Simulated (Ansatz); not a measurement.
Abridged Ansatz (an electronic-structure program) output:

```
Relaxation: its limit of steps is 60 (relax.max_steps)
Pseudopotential: Mo, paw, valence charge 14
Crystal: 1 atoms, lattice volume = 14.991 Å³
Basis set: ecut = 420 eV, 321 PW (Γ), exchange–correlation on 36×36×36 points (8 copies of the dense FFT grid, shifted against one another)
Bands: 11, of which v1, the nominal top of the filled ones, is band 7 counted from 1 (6 counted from 0)
Symmetry: 48 space group operations
k-points: 286 of 9261
Functional: x = pbe(κ = 0.804, μ = 0.2195149727645171), c = pbe(β = 0.06672455060314922)
SCF iter   1: F=—  HF=-4955.987374 eV  |F-HF|=—  |Δ(HF+E_count)|=         —  Δρ=3.39e-3  dr2=6.71e-4  ethr=1.77e-3  ⟨swp⟩=5.0  Hψ=18540  notcnv=0
SCF iter   2: F=—  HF=-4955.987352 eV  |F-HF|=—  |Δ(HF+E_count)|=   2.20e-5  Δρ=1.65e-3  dr2=1.36e-4  ethr=4.79e-6  ⟨swp⟩=2.1  Hψ=6315  notcnv=0
SCF 1 converged in 6 iterations: F = -4955.987354 eV  dr2 = 1.20e-9
relax step   1: F+E_penalty+E_count = -4955.98735431 eV  Δ(F+E_penalty+E_count) = +0.000e0 eV  max|allowed force component| = 0.000e0 eV/Å  Δτ_max = 0.0000 Å  P = +15.016 GPa  Ω = 14.991 Å³  (6 SCF iters, dr2 threshold 1.00e-7 eV, accepted)
[... steps on the carried basis left out ...]
relax step   6: F+E_penalty+E_count = -4955.94891643 eV  Δ(F+E_penalty+E_count) = +1.187e-4 eV  max|allowed force component| = 0.000e0 eV/Å  Δτ_max = 0.0000 Å  P = +22.503 GPa  Ω = 14.661 Å³  stress off target by 3.44e-3 GPa  SCF on the basis re-selected at this cell (its energy is not comparable with the rows above)  (5 SCF iters)
SCF converged after 5 iterations
Free energy (F): -4955.948916 eV
Internal energy: -4955.943670 eV  (E = F + TS)
E sigma→0 (E₀):  -4955.946293 eV
Entropy (-TS):   -0.005246 eV (-5.246 meV/atom)
Fermi energy:    22.764351 eV
--- Forces (eV/Å), atoms counted from 1 ---
  atom   1  Mo     0.00000000    -0.00000000    -0.00000000
--- Stress (GPa, compression-positive) ---
       22.503441       0.000000      -0.000000
        0.000000      22.503441      -0.000000
        0.000000      -0.000000      22.503441
  P = ⅓ Tr σ = 22.5034 GPa (225.034 kbar)
--- Relaxed structure (5 steps of the walk, 4 accepted, 1 SCFs on fresh bases) ---
  cell:  # Å, volume = 14.6610 Å³
    - [-1.5418239680653392, 1.5418239680653392, 1.5418239680653392]
    - [1.5418239680653392, -1.5418239680653392, 1.5418239680653392]
    - [1.5418239680653392, 1.5418239680653392, -1.5418239680653392]
  atoms:
    - { symbol: Mo, position: [0.0, 0.0, 0.0] }
```

Question: What was computed, and what are the main results?

Answer: Mo, 1 atom in the cell, with PBE in Ansatz (plane waves to 420 eV, PAW, no SOC), from a series relaxed to a target (pressure 22.5 GPa). The last SCF converged to F = -4955.948916 eV, or -4955.9489 eV per atom, at a pressure of 22.50 GPa. The total energy compares only with runs of the same code, potentials and settings.

Load acts through the strain it causes; cell and atoms are relaxed under it. No phonon test of stability was made. No other phases were tried under pressure. The final runs are not spin-polarised. The cell was made from Mo in the bcc (W type) structure (space group Im-3m, No. 229) by this change: pressure 22.5 GPa.

Keys are those of Ansatz 0.2.
